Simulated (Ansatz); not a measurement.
Consider BeTe in the zinc blende structure (space group F-43m, No. 216; a = 5.604 Å).

Calculations: DFT with PBEsol, PAW potentials and a 420 eV plane-wave cutoff in Ansatz (a first-principles code), no SOC.

For the base:

The smallest direct gap is 3.61 eV and the width of the top valence band is 3.30 eV. The band gap is 1.84 eV.

One thing is altered: an isotropic linear strain of −0.50 %, atoms relaxed at fixed cell.

**Question.** What happens to the smallest direct gap, energy relative to the base, width of the top valence band and band gap?

**Answer.** The smallest direct gap shrinks by 0.01 eV (3.61 eV → 3.60 eV); the energy increases by 1.0 meV/atom; the width of the top valence band goes up by 0.07 eV (3.30 eV → 3.37 eV); the band gap falls by 0.04 eV, from 1.84 eV to 1.80 eV.

Spin-orbit coupling, missing from the scalar runs, can matter with Te. No phonon test of stability was made.
